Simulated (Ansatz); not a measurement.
Al2O3 (Cmc2₁, No. 36, 10 atoms in the cell; start mp-754401; a measured phase of this formula has another space group) was calculated with LDA (PAW; Ansatz, an electronic-structure program).

Numerical settings: plane-wave cutoff 520 eV, 8×8×8 k mesh, Fermi–Dirac smearing 0.01 eV, scalar-relativistic PAW data made under PBE.

The cell is the one relaxed with PBEsol. Conventional cell: a = 9.7059 Å, b = 5.5303 Å, c = 4.9412 Å, α = 90.00°, β = 90.00°, γ = 90.00°.

```xyz
10
Lattice="4.8530 -2.7651 0.0000 4.8530 2.7651 0.0000 0.0000 0.0000 4.9412" Properties=species:S:1:pos:R:3 pbc="T T T"
Al     8.0771    -0.8872     2.1308
Al     1.6289     0.8872     4.6014
Al     1.6289    -0.8872     2.1308
Al     8.0771     0.8872     4.6014
O      4.8530    -1.5556     4.8974
O      4.8530     1.5556     2.4268
O      7.5571    -0.6625     0.4302
O      2.1489     0.6625     2.9007
O      2.1489    -0.6625     0.4302
O      7.5571     0.6625     2.9007
```

Question: List the 32 lowest band energies at Γ above −25 eV (eV, relative to the valence band maximum), grouping those that round alike.

Answer: At Γ: -18.27, -17.11, -17.08, -16.96, -15.46, -15.43, -6.10, -5.86, -5.84, -4.53, -4.18, -4.02, -3.09, -3.07, -2.93, -2.48, -1.67 (×2), -1.49, -1.39, -0.88, -0.48, -0.05, 0.00, 4.11, 8.34, 8.55, 8.86, 8.98, 9.21, 9.69, 9.83.

Note: cell and atoms aren't relaxed at this level (largest force component 0.16 eV/Å, pressure -4.1 GPa).

A start named mp-… is a Materials Project structure, which need not be a measured phase.
